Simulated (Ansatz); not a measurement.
Band structure of Ta (Im-3m, 1 atom in the cell).

```
CELL_PARAMETERS angstrom
     -1.67793     1.67793     1.67793
      1.67793    -1.67793     1.67793
      1.67793     1.67793    -1.67793
ATOMIC_POSITIONS crystal
  Ta 0.00000 0.00000 0.00000
```

Method: PBE (plane waves, PAW; Ansatz, an electronic-structure program).

Settings: kpoints.mp_grid.grid = 18 18 18; hamiltonian.xc = pbe; hamiltonian.pseudopotentials = {kind: paw} (the program's default PAW files); scf.occupations.method = fermi_dirac; scf.occupations.width = 0.136 eV; kpoints.band_path.npoints = 8.

The starting cell comes from a database of computed structures (which also holds hypothetical and non-ambient phases and stackings), without a prior relaxation at this level. Its lattice was rescaled by a random factor within 2.5 % of one. Spin-orbit coupling is off. Spin polarisation is off.

Levels in eV from the Fermi level, bands 3 to 10:
```tsv
point	3	4	5	6	7	8	9	10
Γ	-33.24	-33.24	-7.75	0.70	0.70	0.70	3.81	3.81
H	-33.94	-33.94	-3.56	-3.56	6.43	6.43	6.43	8.16
N	-33.56	-33.24	-4.20	-1.44	1.35	3.66	4.64	7.32
P	-33.74	-33.74	-1.23	-1.23	-1.23	4.80	4.80	6.57
```

Bands cross the Fermi level along this path, so the cell is metallic at this level.

Keys are those of Ansatz 0.2.
